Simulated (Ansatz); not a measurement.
Adsorption energy and surface dipole of Cl on the 1x1 (111) surface of fcc Pt, one in a 2x2 cell, started at the site 'hollow Pt-Pt-Pt over Pt at depth 4.6 Å', worked from the runs' numbers; total energies count from the potentials' own zero.

Method: r2SCAN, at the PBE geometry (plane waves to 500 eV, PAW; Ansatz, a program for electronic structure).

Model: 17-atom slab, 6.9 Å thick at the start under the adsorbate (thin: gaps and levels are the slab's own), 6x6x1 mesh, Fermi-Dirac 0.1 eV, dipole correction, single point; on the structure that PBE left under its start's symmetry; no spin, no spin-orbit, no U, no dispersion correction. At the end it is bonded to 3 Pt. In PBE it is, or lies within 0.03 eV of, the lowest of the starts that converged; the order may differ at this level.

```
quantity                                                             value
----------------------------------------------------------  --------------
slab with the adsorbate                                     -201667.656 eV
clean slab, same cell and mesh                              -200582.749 eV
reference, ½ Cl2(g)                                           -1083.517 eV
area of the cell                                                  27.30 Å²
change of the step from the bottom to the top vacuum level       -0.292 eV
```

### Question
What is the adsorption energy against this reference?

### Answer
E(slab + adsorbate) − E(slab) − E(reference) = -1.39 eV, so in this state the adsorbate is more stable than in the reference, at a coverage of 3.66 a nm².

### Question
What dipole does adsorption add to the slab along the outward normal (Helmholtz relation, ε₀ = 0.005526 e/(V·Å))?

### Answer
p = −ε₀·A·ΔV = 0.044 e·Å = 0.21 D; its positive end points to the vacuum, which lowers the vacuum level.
